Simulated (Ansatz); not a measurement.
## How far PBE and PBEsol part for hypothetical diamond B, isotropic strain +2.44 %

Consider B in the diamond structure (space group Fd-3m, No. 227; a = 4.052 Å; a hypothetical phase, not in the database extracts checked; relaxed with 0.1 eV smearing).

(Cell as relaxed with PBE.)

Levels (all Ansatz, a quantum-chemistry and plane-wave program, PAW): PBE (420 eV, no spin-orbit coupling); PBEsol (420 eV, spin-orbit coupling left out).

Each level relaxes its own structure.

| base | PBE | PBEsol |
|---|---|---|
| volume per atom | 8.32 Å³ | 8.20 Å³ |
| lattice parameter a | 4.052 Å | 4.033 Å |
| band gap | zero | zero |

Modification: the cell is scaled by 1.0244 in all directions, atoms relaxed at fixed cell.

```json
[
 {"quantity": "pressure", "PBE": "-11.2 GPa", "PBEsol": "(withheld)"},
 {"quantity": "energy relative to the base (free energy F)", "PBE": "+23 meV/atom", "PBEsol": "(withheld)"},
 {"quantity": "band gap", "PBE": "zero", "PBEsol": "(withheld)"}
]
```

Task: Given the PBE results, estimate those of PBEsol.

Result: 
- pressure, PBEsol: -11.6 GPa
- energy relative to the base (free energy F), PBEsol: +24 meV/atom
- band gap, PBEsol: zero

PBE's pressure lies 0.4 GPa above PBEsol's; PBE's energy relative to the base lies 0.5 meV/atom below PBEsol's; the two agree on the band gap. Neither level is exact; PBEsol is the comparison here, not a measurement.

Whether these cells are dynamically stable was not tested.
